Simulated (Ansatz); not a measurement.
The reference is NiSi2 (space group Fm-3m, No. 225; non-magnetic).

```
NiSi2
1.0
    0.00000     2.69483     2.69483
    2.69483     0.00000     2.69483
    2.69483     2.69483     0.00000
Ni Si
1 2
Direct
  0.00000   0.00000   0.00000
  0.25000   0.25000   0.25000
  0.75000   0.75000   0.75000
```

Computed with plane-wave PAW DFT at the r2SCAN level (Ansatz, an electronic-structure program, 500 eV), no spin-orbit coupling, earlier PAW set.

Base values:

```
Item               Result
---------------  --------
Volume per atom  13.05 Å³
```

Now apply this change: a hydrostatic pressure of 0.7 GPa.

Question: Estimate the effect on the volume per atom.

Answer: The volume per atom shrinks by 0.06 Å³ (13.05 Å³ → 12.99 Å³).

Load acts through the strain it causes; cell and atoms are relaxed under it. Whether these cells are dynamically stable was not tested. Starting moments died away, wholly or in part, for the base; another magnetic solution may exist. The final runs are not spin-polarised.
